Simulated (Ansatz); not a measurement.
A geometry from early in the relaxation of Cl on the 1x1 (0001) surface of hcp Ti, one in a 2x2 cell, started at the site 'hollow Ti-Ti-Ti over Ti at depth 2.2 Å'.

```
CELL_PARAMETERS angstrom
      5.87727     0.00000     0.00000
     -2.93864     5.08987     0.00000
      0.00000     0.00000    26.00000
ATOMIC_POSITIONS crystal
  Ti 0.33333 0.16667 0.36988
  Ti 0.33333 0.66667 0.36988
  Ti 0.83333 0.16667 0.36988
  Ti 0.83333 0.66667 0.36988
  Ti 0.16667 0.33333 0.45305
  Ti 0.16667 0.83333 0.45305
  Ti 0.66667 0.33333 0.45305
  Ti 0.66667 0.83333 0.45305
  Ti 0.33333 0.16667 0.54695
  Ti 0.33333 0.66667 0.54695
  Ti 0.83333 0.16667 0.54695
  Ti 0.83333 0.66667 0.54695
  Ti 0.16667 0.33333 0.63012
  Ti 0.16667 0.83333 0.63012
  Ti 0.66667 0.33333 0.63012
  Ti 0.66667 0.83333 0.63012
  Cl 0.33333 0.16667 0.71012
```

Model: 17-atom slab, 6.8 Å thick at the start under the adsorbate (thin: gaps and levels are the slab's own), 6x6x1 mesh, Fermi-Dirac 0.1 eV, dipole correction, one frame; symmetry of the start imposed; no spin, no spin-orbit, no U, no dispersion correction.

Problem. Which of the free atoms feel forces over three tenths of the largest in PBE in Ansatz (a program for electronic structure), and what are they? Held atoms (counted from 1): 1, 2, 3, 4, 5, 6, 7, 8.

Solution. 

```
atom  Fx (eV/Å)     Fy     Fz
----  ---------  -----  -----
Cl17       0.00   0.00  -1.18
Ti13      -0.07   0.04   0.70
Ti14       0.00  -0.08   0.70
Ti15       0.07   0.04   0.70
Ti16       0.00   0.00  -0.45
```
